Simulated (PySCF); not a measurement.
PySCF 2.14.0, HF/cc-pvtz, df: FC1=C[SiH2][SiH2]C[SiH2]1, 16 atoms. The geometry is a generated start, not checked to be a minimum at this level.

```
Item                           Value
-------------------  ---------------
task                          energy
method                            hf
basis                        cc-pvtz
two-electron scheme  density fitting
mf.init_guess        minao (default)
mf.DIIS              CDIIS (default)
mf.diis_space            8 (default)
mf.conv_tol          1e-09 (default)
basis functions                  348
```

On 4 threads, 1 BLAS thread. Build: conda-forge: OpenMP (GNU), OpenBLAS with its own threads, libcint, Libxc. Single runs; times are not shown.

Values of mol.max_memory tried: 8000 MB, 4000 MB, 2000 MB, 1000 MB, 500 MB, 300 MB, 200 MB.

Task: Which of these memory settings still run, and by which path?

Result: It runs down to 200 MB, the lowest tried, with the same result. At 8000 MB: fitted integrals in memory. From 500 MB down: fitted integrals in a file.

```csv
mol.max_memory,path,peak memory
8000 MB,fitted integrals in memory,0.99 GiB
4000 MB,fitted integrals in memory,0.99 GiB
2000 MB,fitted integrals in memory,0.98 GiB
1000 MB,fitted integrals in memory,0.68 GiB
500 MB,fitted integrals in a file,0.30 GiB
300 MB,fitted integrals in a file,0.21 GiB
200 MB,fitted integrals in a file,0.17 GiB
```

Peak memory is the kernel's count for the largest process, libraries included and scratch files not.
